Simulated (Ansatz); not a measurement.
Here is the system:

```xyz
6
Lattice="3.7981 0.0000 0.0000 0.0000 3.7981 0.0000 1.8990 -1.8990 4.7229" Properties=species:S:1:pos:R:3 pbc="T T T"
Ti     1.8990     1.8990     0.0000
Ti     3.7981     1.8990     2.3615
O      3.7981     0.0000     2.7490
O      3.7981     1.8990     0.3876
O      3.7981     1.8990     4.3354
O      1.8990     1.8990     1.9739
```

No spin polarisation.

All numbers come from plane-wave PAW DFT at the PBEsol level (Ansatz, a first-principles code, 420 eV), scalar-relativistic without spin-orbit coupling. k-mesh 12×12×12 (Γ-centred); smearing 0.05 eV (Fermi–Dirac).

Q: What is the computed gap character?

A: Indirect, Γ–X (87 % along) → Γ.

Q: What width of the top valence band does the calculation give?

A: 0.85 eV.

Q: What mean in-plane stress (compression positive) does the calculation give?

A: -2.2 GPa.

The cells carry an imposed strain or load. Stability against distortions was not tested. All final runs are without spin polarisation. The cell was made from TiO2 in the anatase structure (space group I4_1/amd, No. 141) by this change: biaxial strain +0.75 %, plane normal [001], relaxed out of plane.
